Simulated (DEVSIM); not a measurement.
System: abrupt CdTe p-n junction, at 250 K.

Layer 1 from the left is CdTe, thickness (μm) 23.0, Na (cm⁻³) 3.5e15, τn (s) 2e-9, τp (s) 2e-8. Layer 2 from the left is CdTe, thickness (μm) 37.0, Nd (cm⁻³) 1e15, τn (s) 2e-8, τp (s) 2e-8.

Left contact: ohmic. Right contact: ohmic. Voltage is applied to the left contact. Recombination: SRH at mid-gap. Mobility is constant in doping.

Constants are typed, rounded textbook-type inputs, not results; the design itself was drawn at random and stands for no fabricated device. Values at 300 K; Nc and Nv go as T^1.5, mobilities as T to minus their exponent, the gap by Varshni's rule with the affinity fixed.

CdTe: gap (eV) 1.5, affinity (eV) 4.28, permittivity 10.2, Nc (cm⁻³) 8e17, Nv (cm⁻³) 1.8e19, μn (cm²/Vs) 1000, μp (cm²/Vs) 80, T exponent of μn 1.7, T exponent of μp 1.5, Varshni α (eV/K) 0.00031, Varshni β (K) 108.

Q: Estimate by hand the built-in potential, the peak field at zero bias, the capacitance at -3 V, and compare with a numerical solution.

A: 
- Built-in potential: ni = √(Nc Nv) exp(−Eg/2kT) = 1580 cm⁻³ with Eg = 1.514 eV; Vbi = kT/q ln(Na Nd/ni²) = 1.198 V; numerical 1.198 V.
- Peak field at zero bias: depletion approximation: W = √(2εVbi/(qN)) = 1.32 μm with N = 7.78e14 cm⁻³; field = 2Vbi/W = 18200 V/cm; numerical 17900 V/cm (estimate above by 1.8 %).
- Capacitance at -3 V: C = √(qεN / 2(Vbi + |V|)) = 3.66 nF/cm²; numerical 3.68 nF/cm² (estimate below by 0.52 %).

DEVSIM, 1D drift-diffusion, Boltzmann statistics, complete ionisation; no tunnelling, impact ionisation, image-force lowering or self-heating.
